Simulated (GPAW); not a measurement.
A self-consistent single point of LaInPt4 (F-43m, 6 atoms in the cell) with GPAW.

Computed with LDA (Perdew-Wang 92), GPAW PAW datasets LDA (gpaw-data 1.0.1) (plane waves; GPAW).

```yaml
crystal:
  lattice:
    - [0.00000, 3.85122, 3.85122]
    - [3.85122, 0.00000, 3.85122]
    - [3.85122, 3.85122, 0.00000]
  atoms:
    - { symbol: La, position: [0.00000, 0.00000, 0.00000] }
    - { symbol: In, position: [0.75000, 0.75000, 0.75000] }
    - { symbol: Pt, position: [0.37572, 0.37572, 0.37572] }
    - { symbol: Pt, position: [0.87284, 0.37572, 0.37572] }
    - { symbol: Pt, position: [0.37572, 0.37572, 0.87284] }
    - { symbol: Pt, position: [0.37572, 0.87284, 0.37572] }
```

Reference input (self-consistent single point, DFT LDA (Perdew-Wang 92), plane waves, GPAW PAW datasets LDA (gpaw-data 1.0.1)): mode = pw; ecut = 800 eV; xc = LDA; kpts = 4 4 4; mesh shift (steps) = 0 0 0; occupations.name = fermi-dirac; occupations.width = 0.1 eV; nbands = -14; convergence.density = 1e-05 e/electron; convergence.energy = 1e-05 eV/electron; symmetry.symmorphic = false; symmetry.tolerance = 0.0005. This run's input differs from it in these lines:

```diff
@@ -19,3 +19,3 @@
             kpts={'size': (4, 4, 4), 'gamma': True},
-            occupations={'name': 'fermi-dirac', 'width': 0.1},
+            occupations={'name': 'fermi-dirac', 'width': 0.15},
             nbands=-14,
```

Output (repeated stretches shortened):

```
     iter     time        total  log10-change:
                         energy   eigst   dens
iter:   1 --:--:--   -48.576023
iter:   2 --:--:--   -47.597228   -1.14  -1.34
iter:   3 --:--:--   -46.187470   -1.49  -1.39
iter:   4 --:--:--   -45.620100   -1.60  -1.54
iter:   5 --:--:--   -45.375317   -1.67  -1.72
   [... 3 lines left out ...]
iter:   9 --:--:--   -45.308653   -3.79  -2.56
iter:  10 --:--:--   -45.311821   -3.95  -2.81
iter:  11 --:--:--   -45.308080   -3.44  -2.63
iter:  12 --:--:--   -45.307925   -5.05  -3.37
iter:  13 --:--:--   -45.307981c  -5.97  -3.59
iter:  14 --:--:--   -45.307799c  -5.72  -3.56
   [... lines left out ...]
iter:  17 --:--:--   -45.307928c  -6.33  -3.62
iter:  18 --:--:--   -45.307865c  -5.26  -3.65
iter:  19 --:--:--   -45.307875c  -6.20  -4.15
iter:  20 --:--:--   -45.307853c  -7.47c -4.14
iter:  21 --:--:--   -45.307856c  -7.78c -4.17
iter:  22 --:--:--   -45.307834c  -6.57  -4.21
iter:  23 --:--:--   -45.307830c  -7.65c -4.50
iter:  24 --:--:--   -45.307838c  -7.04  -4.55
iter:  25 --:--:--   -45.307831c  -8.30c -4.73
iter:  26 --:--:--   -45.307827c  -8.35c -4.73
iter:  27 --:--:--   -45.307835c  -7.88c -4.80
iter:  28 --:--:--   -45.307832c  -8.34c -4.94
iter:  29 --:--:--   -45.307834c  -8.29c -5.02c
Converged after 29 iterations.

Dipole moment: (12.750008, 12.750008, 12.750008) |e|*Ang

Energy contributions relative to reference atoms: (reference = -2391159.908808)

Kinetic:        -19.468198
Potential:      +13.946783
External:        +0.000000
XC:             -36.991385
Entropy (-ST):   -0.169164
Local:           -2.710452
SIC:             +0.000000
--------------------------
Free energy:    -45.392416
Extrapolated:   -45.307834

Showing only first 2 kpts
 Kpt  Band  Eigenvalues  Occupancy
  0    42     10.30529    1.95695
  0    43     11.44104    0.04574
  0    44     11.44104    0.04574
  0    45     11.44104    0.04574

  1    42      9.77602    1.99871
  1    43     10.06885    1.99094
  1    44     11.97090    0.00137
  1    45     11.97090    0.00137

Fermi level: 10.87780

No gap
   [... lines left out ...]
  0 La    0.00000    0.00000    0.00000
  1 In   -0.00000   -0.00000   -0.00000
  2 Pt    0.02059    0.02059    0.02059
  3 Pt    0.02059   -0.02059   -0.02059
  4 Pt   -0.02059   -0.02059    0.02059
  5 Pt   -0.02059    0.02059   -0.02059

Stress tensor:
     0.049479     0.000000    -0.000000
     0.000000     0.049479    -0.000000
    -0.000000    -0.000000     0.049479
Stress (GPa, Voigt): [ 7.9274  7.9274  7.9274 -0.     -0.      0.    ]
```

The run converged in 29 iterations. GPAW prints stress with tension positive. Against the reference run the free energy falls by 7.8 meV/atom, the pressure moves little (-7.95 to -7.93 GPa) and the largest force goes from 0.043 to 0.036 eV/Å.

The starting cell comes from a database of computed structures (which also holds hypothetical and non-ambient phases and stackings), without a prior relaxation at this level. Spin polarisation is off. With a pressure of about -8 GPa the cell is away from its equilibrium volume at this level.

Cost on one core of a shared machine: roughly 2 min.
